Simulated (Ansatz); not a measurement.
# CdI2: transverse stress against strain

CdI2 (1T layered, P-3m1, 35.443 Å³/atom at rest, c along z) under a strain ε along c (axis z), the other axes held. PBE-D3(BJ) in Ansatz, a plane-wave DFT program (PAW, default set), 420 eV, 9×9×5 Γ-centred mesh, Fermi-Dirac smearing 0.05 eV; ions are relaxed within the symmetry of each cell. Stress is positive for a compressed cell.

Here s stands for strain and y for stress xx.

```
strain (%)  stress xx (GPa)
----------  ---------------
-1.50                  0.15
-1.00                  0.10
-0.50                  0.05
0.00                   0.00
0.50                  -0.04
1.00                  -0.08
1.50                  -0.11
3.00                      ?
```

Taking a straight line for y over the 7 complete rows: Means: s 0, y 0.010. About the means, the sum of products is -0.61500 and the sum of squares of s is 7.0000; the slope is their ratio. Least squares gives y = 0.010 - 0.0879·s. Residuals (row less fit): 0.008, 0.002, -0.004, -0.010, -0.006, -0.002, 0.012; standard error 0.009 (degrees of freedom: 5). The slope gives the elastic constant C13 = 8.8 ± 0.3 GPa.

Q: Estimate the missing y (s = 3.00); what did the run itself give?

A: y = 0.010 - 0.0879 × 3.0 = -0.254 GPa. The calculation gives -0.19 GPa, 0.064 GPa above the prediction (18.8 % of the range of y in the table). The row lies outside the fitted rows, so this is an extrapolation. From the scatter of the fitted rows alone, a prediction at this place has a standard error of 0.013 GPa, so the miss is 4.9 times that.

One order more, fitted to all 13 runs of the series, follows each within 0.01, so the miss is the next term of a smooth law. Rows are the converged runs of the series near zero and its far end; series whose fitted rows scatter by over a few per cent of the range, as at a crossing or softening among them, aren't shown in this form. Most that stay on the fit to the last digits aren't either.
